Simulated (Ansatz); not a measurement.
Base system: Cs$_{2}$CaBr$_{4}$ (space group I4/mmm, No. 139; a = 5.609 Å, c = 17.770 Å; a cell from a computed database, its experimental status unchecked).

Level of theory: PBEsol (Ansatz, an electronic-structure program), no SOC.

For the base:

```
Property                                 Value
-----------------------------  ---------------
Shortest interatomic distance          2.805 Å
Gap character                  indirect, X → Γ
```

Modification: cell and atoms relaxed at a pressure of 45 GPa.

### Question
What does the calculation give for the shortest interatomic distance after the change?

### Answer
The shortest interatomic distance drops by 0.520 Å (2.805 Å → 2.285 Å).

### Question
What does the calculation give for the gap character after the change?

### Answer
The gap character changes from indirect, X → Γ to direct at Γ.

Load acts through the strain it causes; cell and atoms are relaxed under it. Stability against distortions was not tested. No other phases were tried under pressure.
